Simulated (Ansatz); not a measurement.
Do energy and pressure agree? Two volumes of In (I4/mmm, 1 atom in the cell)

```yaml
crystal:
  lattice:
    - [-1.62987, 1.62987, 2.48243]
    - [1.62987, -1.62987, 2.48243]
    - [1.62987, 1.62987, -2.48243]
  atoms:
    - { symbol: In, position: [0.00000, 0.00000, 0.00000] }
```

Computed with PBE, PAW files (plane waves; Ansatz, a first-principles code).

Settings: basis.ecutwfc = 1010 eV; kpoints.mp_grid.grid = 14 14 14; hamiltonian.xc = pbe; hamiltonian.pseudopotentials = {kind: paw} (the program's default PAW files); scf.occupations.method = fermi_dirac; scf.occupations.width = 0.1 eV. This cutoff ends a ladder whose last two steps agree within 1 meV/atom.

The second cell is the first with its lattice scaled by 0.98, at the same fractional positions.

The starting cell has typed, rounded lattice constants, without a prior relaxation at this level. Its lattice was rescaled by up to half a per cent. Ansatz's pressure includes its estimate of the finite-basis (Pulay) stress.

| cell | volume (Å³/atom) | pressure (GPa) | F less the first cell's (meV/atom) |
|---|---|---|---|
| first | 26.3782 | 1.60 | 0.00 |
| second | 24.8269 | 4.69 | ? |

Estimate the energy of the second cell from the pressures, and the bulk modulus between the two volumes.

With P = −dF/dV, the trapezoid gives ΔF ≈ −(P₁ + P₂)/2 · ΔV = −(3.145 GPa) · (-1.5513 Å³) = 30.45 meV/atom (1 eV/Å³ = 160.22 GPa). The modulus at fixed fractional positions is B = −ΔP/Δln V = 51 GPa, a mean over the interval; zero pressure lies outside it, so this is not the modulus at equilibrium. P(V) is curved, so the trapezoid lies high by about |ΔV|³·B·(1 + B′)/(12·V̄²) = 0.76 meV/atom for an assumed B′ = 4, which leaves 29.69 meV/atom. The runs gave 29.61 meV/atom, a miss of 0.08 meV/atom. Cases were kept where this miss is small, so the page shows the method and is no test of it.

Left out of this page: 15 runs of the series outside the window shown, repeating another row's setting, or not comparable.

Keys are those of Ansatz 0.2.
